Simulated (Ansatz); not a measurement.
Worked example: self-consistent single point of RbAsF6 (P1, 8 atoms in the cell) in Ansatz (an electronic-structure program).

Method of the run: LDA (PW92), default PAW files made with PBE (plane waves; Ansatz).

The change in words: 1 x 1 x 1 supercell, one F atom moved by 0.02 angstrom along z. Reference geometry:
```xyz
8
Lattice="3.7063 2.1398 2.4685 -3.7063 2.1398 2.4685 0.0000 -4.2797 2.4685" Properties=species:S:1:pos:R:3 pbc="T T T"
Rb     0.0000     0.0000     3.7027
As     0.0000     0.0000     0.0000
F     -2.3520    -1.7328     3.9225
F      2.3520     1.7328     3.4829
F      2.6767    -1.1705     3.9225
F     -2.6767     1.1705     3.4829
F     -0.3247     2.9033     3.9225
F      0.3247    -2.9033     3.4829
```

Reference input (self-consistent single point, DFT, LDA (PW92), plane waves, default PAW files made with PBE): basis.ecutwfc = 30.9 Ry; kpoints.mp_grid.grid = 5 5 5; hamiltonian.xc = lda; hamiltonian.pseudopotentials = {kind: paw} (the program's default PAW files); scf.occupations.method = fermi_dirac; scf.occupations.width = 0.0037 Ry. This run's input differs from it in these lines:

```diff
@@ -8,3 +8,3 @@
     - { symbol: As, position: [0.00000000, 0.00000000, 0.00000000] }
-    - { symbol: F, position: [0.07742000, 0.71201000, 0.79961000] }
+    - { symbol: F, position: [0.08012100, 0.71471100, 0.80231100] }
     - { symbol: F, position: [0.92258000, 0.28799000, 0.20039000] }
```

Output, abridged:

```
SCF iter   1: F=—  HF=-12709.877017 eV  |F-HF|=—  |Δ(HF+E_count)|=         —  Δρ=1.66e-2  dr2=2.25e-1  ethr=1.77e-3  ⟨swp⟩=6.3  Hψ=10772  notcnv=0  defer=12
all-band conjugate gradients solve this SCF's bands
preconditioner: auto → Resta (q_TF=auto, 2.478 Å⁻¹)
SCF iter   2: F=—  HF=-12709.809273 eV  |F-HF|=—  |Δ(HF+E_count)|=   6.77e-2  Δρ=3.65e-3  dr2=5.31e-3  ethr=3.41e-4  ⟨swp⟩=2.0  Hψ=4506  notcnv=0  defer=152
   [... lines left out ...]
SCF iter   5: F=—  HF=-12709.807425 eV  |F-HF|=—  |Δ(HF+E_count)|=   5.47e-5  Δρ=8.84e-5  dr2=8.55e-6  ethr=2.02e-7  ⟨swp⟩=2.3  Hψ=3834  notcnv=0  defer=152
SCF iter   6: F=—  HF=-12709.807430 eV  |F-HF|=—  |Δ(HF+E_count)|=   5.13e-6  Δρ=3.54e-5  dr2=8.62e-7  ethr=1.30e-8  ⟨swp⟩=2.4  Hψ=3802  notcnv=0  defer=152
SCF iter   7: F=—  HF=-12709.807430 eV  |F-HF|=—  |Δ(HF+E_count)|=   7.39e-8  Δρ=1.22e-5  dr2=1.12e-7  ethr=1.52e-10  ⟨swp⟩=10.7  Hψ=12367  notcnv=0
SCF iter   8: F=-12709.807430 eV  HF=-12709.807430 eV  |F-HF|=3.46e-9  |Δ(HF+E_count)|=   1.24e-8  Δρ=2.47e-6  dr2=6.42e-9  ethr=1.52e-10  ⟨swp⟩=4.0  Hψ=7860  notcnv=0
SCF 1 converged in 8 iterations: F = -12709.807430 eV  dr2 = 6.42e-9
Free energy (F): -12709.807430 eV
Internal energy: -12709.807430 eV  (E = F + TS)
E sigma→0 (E₀):  -12709.807430 eV
Fermi energy:    3.432694 eV
--- Forces (eV/Å), atoms counted from 1 ---
  atom   1  Rb     0.00034426     0.00090316    -0.00418925
  atom   2  As    -0.13408447    -0.04344430     0.15717628
  atom   3  F      0.15511026     0.05709150    -0.23100512
  atom   4  F      0.01103540    -0.00720880     0.02205893
  atom   5  F      0.01009281    -0.02208522    -0.02535948
  atom   6  F     -0.01796234    -0.00940753     0.05333006
  atom   7  F      0.01931670     0.02185155    -0.02534306
  atom   8  F     -0.04386120     0.00229455     0.05333815
--- Stress (GPa, compression-positive) ---
       -1.410970       0.083759      -0.306457
        0.083759      -1.646299      -0.094368
       -0.306457      -0.094368      -0.944971
  P = ⅓ Tr σ = -1.3341 GPa (-13.341 kbar)
  The stress holds the Pulay correction. Without it, at fixed plane waves, as pw.x and ABINIT print it: P = -2.1992 GPa
```

The run converged in 8 iterations. Against the reference run the free energy stays essentially unchanged (within 1 meV/atom), the pressure goes from -1.59 to -1.33 GPa, the largest force goes from 0.028 to 0.284 eV/Å and the gap on the mesh goes from 5.549 to 5.584 eV.

The starting cell comes from a database of computed structures (which also holds hypothetical and non-ambient phases and stackings), without a prior relaxation at this level. Its lattice was rescaled by up to half a per cent. For this run, on top of that: 1 x 1 x 1 supercell, one F atom moved by 0.02 angstrom along z. Ansatz's pressure includes its estimate of the finite-basis (Pulay) stress. Without the estimate this run gives -2.20 GPa.

Keys are those of Ansatz 0.2.
